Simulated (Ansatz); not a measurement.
## PbSe, response to strain

The reference is PbSe in the rock salt structure (space group Fm-3m, No. 225).

```yaml
crystal:
  lattice:
    - [0.00000, 3.10889, 3.10889]
    - [3.10889, 0.00000, 3.10889]
    - [3.10889, 3.10889, 0.00000]
  atoms:
    - { symbol: Pb, position: [0.00000, 0.00000, 0.00000] }
    - { symbol: Se, position: [0.50000, 0.50000, 0.50000] }
```

Strains are applied to the cell and any free atomic positions relax.

The values are results of PBE/PAW in Ansatz (a program for electronic structure), without spin-orbit coupling, not measurements.

Notes on the quantities. energy relative to the base: free energy F.

```json
[
 {"isotropic strain (%)": "-3", "energy relative to the base (meV/atom)": "39.1"},
 {"isotropic strain (%)": "-2", "energy relative to the base (meV/atom)": "?"},
 {"isotropic strain (%)": "-1.5", "energy relative to the base (meV/atom)": "9.2"},
 {"isotropic strain (%)": "0", "energy relative to the base (meV/atom)": "0.0"},
 {"isotropic strain (%)": "1", "energy relative to the base (meV/atom)": "3.8"},
 {"isotropic strain (%)": "1.5", "energy relative to the base (meV/atom)": "8.5"},
 {"isotropic strain (%)": "2", "energy relative to the base (meV/atom)": "14.8"},
 {"isotropic strain (%)": "2.5", "energy relative to the base (meV/atom)": "22.7"},
 {"isotropic strain (%)": "3", "energy relative to the base (meV/atom)": "32.1"}
]
```

Fit ΔE = Aε² + Bε³ (ε in %) to the rows shown and predict the withheld row.

Least squares on the printed values gives A = 3.95 and B = -0.13 meV/atom (largest residual 0.1 meV/atom); this predicts 16.9 meV/atom, and the run gives 16.7 meV/atom, 0.2 lower.

Stability against distortions was not tested.
